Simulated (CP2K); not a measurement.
Band structure of Os (P6_3/mmc, 4 atoms in the cell).

```yaml
crystal:
  lattice:
    - [2.75459, 0.00000, 0.00000]
    - [-1.37729, 2.38555, 0.00000]
    - [0.00000, 0.00000, 8.86291]
  atoms:
    - { symbol: Os, position: [0.00000, 0.00000, 0.00000] }
    - { symbol: Os, position: [0.00000, 0.00000, 0.50000] }
    - { symbol: Os, position: [0.33333, 0.66667, 0.25000] }
    - { symbol: Os, position: [0.66667, 0.33333, 0.75000] }
```

Computed with PBE, GPW, DZVP-MOLOPT-PBE-GTH basis, GTH-PBE potentials (POTENTIAL_UZH) run with CP2K.

Settings: CUTOFF = 500 Ry; REL_CUTOFF = 50 Ry; SMEAR/METHOD = GAUSSIAN; SIGMA = 0.1 eV; KPOINTS/SCHEME = MONKHORST-PACK 9 9 3; XC_FUNCTIONAL = PBE; Os/BASIS_SET = DZVP-MOLOPT-PBE-GTH-q16; Os/POTENTIAL = GTH-PBE-q16; METHOD = GPW; EPS_DEFAULT = 1e-10; EXTRAPOLATION = USE_GUESS; NGRIDS = 5; SCF_GUESS = ATOMIC; EPS_SCF = 1e-06.

The starting cell was generated: these elements placed on a structure prototype, without a prior relaxation; it need not be a known phase or ordering of this composition. Its lattice was rescaled by a random factor within 2.5 % of one. Spin-orbit coupling is off. Spin polarisation is off. Values carry the incompleteness of an atom-centred basis.

Levels in eV from the Fermi level, bands 29 to 34:
```tsv
point	29	30	31	32	33	34
Γ	-2.53	-2.38	-2.38	-0.81	-0.81	-0.09
M	-1.04	0.38	1.36	2.11	2.15	2.28
K	-1.37	-1.37	0.20	0.20	1.29	1.47
A	-2.72	-2.72	-2.03	-2.03	-0.32	-0.32
L	-0.88	-0.88	1.11	1.11	2.16	2.16
H	-1.34	-1.34	-0.31	-0.31	1.51	1.51
```

Bands cross the Fermi level along this path, so the cell is metallic at this level.

Higher empty bands are left out: an atom-centred basis made for the valence describes them poorly.
